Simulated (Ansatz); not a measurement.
Input:

```
CELL_PARAMETERS angstrom
      0.00000     2.57744     2.57744
      2.57744     0.00000     2.57744
      2.57744     2.57744     0.00000
ATOMIC_POSITIONS crystal
  Mg 0.00000 0.00000 0.00000
  S  0.50000 0.50000 0.50000
```

No spin polarisation.

Level of theory: plane-wave PAW DFT at the LDA level (Ansatz, a quantum-chemistry and plane-wave program, 420 eV), no spin-orbit coupling. Γ-centred 11×11×11 mesh, Fermi–Dirac width 0.05 eV.

### Question
What is the computed band gap?

### Answer
2.62 eV.

### Question
What is the computed smallest direct gap?

### Answer
3.70 eV.

### Question
Estimate the gap character.

### Answer
Indirect, Γ → X.

### Question
What is the computed hole mass (degenerate bands, along [100])?

### Answer
0.24, 0.90, 0.90 mₑ (at Γ).

The cells carry an imposed strain or load. Effective masses come from finite differences of ±0.01 Å⁻¹. Whether these cells are dynamically stable was not tested. The cell was made from MgS in the rock salt structure (space group Fm-3m, No. 225) by this change: isotropic strain +0.50 %.
